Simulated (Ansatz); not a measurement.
Consider interstitial B in beta Si3N4, charge state +3. Calculation: PBE, PAW (plane waves to 420 eV; Ansatz, a program for electronic structure).

Cell of 84 host sites held at the relaxed PBE lattice; the Γ point alone; Fermi-Dirac width 0.01 eV, spin-restricted; finite-size errors left in. No zero-point or tunnelling terms. The charge state is imposed; whether it is stable for some Fermi level was not computed. Sites that were not tried may lie lower.

Barriers: single points on a 2×2×2 k-point mesh shifted by half a step along c at the bands' geometries (they differ from the bands' own by up to 0.11 eV, and are uncertain by about as much).

The step: a concerted move, in which B travels most; the atom moves 1.10 Å along (0.09, -0.08, 0.00) of the unit cell; the moving atom starts with neighbours N at 1.44, 2 N at 1.46; 2 Si at 2.13 Å and ends with 2 N at 1.45, N at 1.52; 2 Si at 2.15 Å.

Problem. Estimate the migration barrier of this step that PBE, PAW returns for this input.

Solution. 1.06 eV forward and 0.56 eV backward. At the saddle the moving atom has neighbours 2 N at 1.36 Å. The saddle point's order was not checked, and it lies on a symmetry element of the cell, where a band can be held.
